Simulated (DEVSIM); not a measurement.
Structure: abrupt Si n-p junction, at 300 K.

Layer 1 from the left is Si, thickness (μm) 22.0, Nd (cm⁻³) 2.6e16, τn (s) 0.00038, τp (s) 0.00038. Layer 2 from the left is Si, thickness (μm) 52.0, Na (cm⁻³) 7.3e14, τn (s) 0.00038, τp (s) 0.00038.

Left contact: ohmic. Right contact: ohmic. Voltage is applied to the left contact. Recombination: SRH at mid-gap, radiative, Auger. Mobility is μmin + (μ − μmin)/(1 + (N/Nref)^α).

The device is made up for the run: typed textbook-type constants, with dimensions and the other settings drawn at random. Values at 300 K.

Si: gap (eV) 1.124, affinity (eV) 4.05, permittivity 11.7, Nc (cm⁻³) 2.86e19, Nv (cm⁻³) 3.1e19, μn (cm²/Vs) 1417, μp (cm²/Vs) 470, μn,min 52, μp,min 45, Nref,n 9.7e16, Nref,p 2.2e17, αn 0.68, αp 0.72, B (cm³/s) 4.7e-15, Cn (cm⁶/s) 2.8e-31, Cp (cm⁶/s) 9.9e-32.

Model (solved in DEVSIM): 1D drift-diffusion, Boltzmann statistics, complete ionisation; no tunnelling, impact ionisation, image-force lowering or self-heating.

Dark forward current:

```csv
|V| (V),|J| (A/cm²)
0.05,1.115e-9
0.10,8.619e-9
0.15,5.998e-8
0.20,4.135e-7
0.25,2.853e-6
0.30,1.970e-5
0.35,0.0001360
0.40,0.0009390
0.45,0.006461
0.50,0.04356
0.55,0.2655
0.60,1.249
0.65,4.249
0.70,10.81
0.75,21.81
0.80,37.27
0.85,56.98
0.90,80.72
0.95,108.3
1.00,139.6
1.05,174.4
1.10,212.5
1.15,253.8
1.20,298.1
1.25,345.2
1.30,395.0
```

Problem. Work out the local ideality factor n = ΔV / (kT/q · ln(J2/J1)) between the rows 0.15 and 0.20 V, 0.25 and 0.30 V, 1.25 and 1.30 V.

Solution. kT/q = 25.85 mV. From 0.15 to 0.20 V: ln(4.135e-7/5.998e-8) = 1.931, n = 1.00, near the 1 of diffusion or emission over a barrier. From 0.25 to 0.30 V: ln(1.970e-5/2.853e-6) = 1.932, n = 1.00, near the 1 of diffusion or emission over a barrier. From 1.25 to 1.30 V: ln(395.0/345.2) = 0.135, n = 14.35.

Problem. Estimate the current at 0.30 V from the Shockley equation with J0 = Σ q ni² D/(N L) coth(W/L), τ joining the SRH, radiative and Auger lifetimes that are on, and W taken as the whole layer.

Solution. ni² = 1.16e20 cm⁻⁶; holes in the n layer: μ = 395 cm²/Vs, D = 10.2 cm²/s, τ = 0.000340 s, L = 589 μm, W/L = 0.037, term 3.31e-12 A/cm²; electrons in the p layer: μ = 1370 cm²/Vs, D = 35.4 cm²/s, τ = 0.000379 s, L = 1160 μm, W/L = 0.045, term 1.73e-10 A/cm². J0 = 1.77e-10 A/cm², and J = J0 exp(qV/kT) = 1.94e-5 A/cm². The simulation gives 1.97e-5 A/cm²; the estimate lies 1.7 % below. The estimate leaves out recombination in the depletion region and that region's share of W.
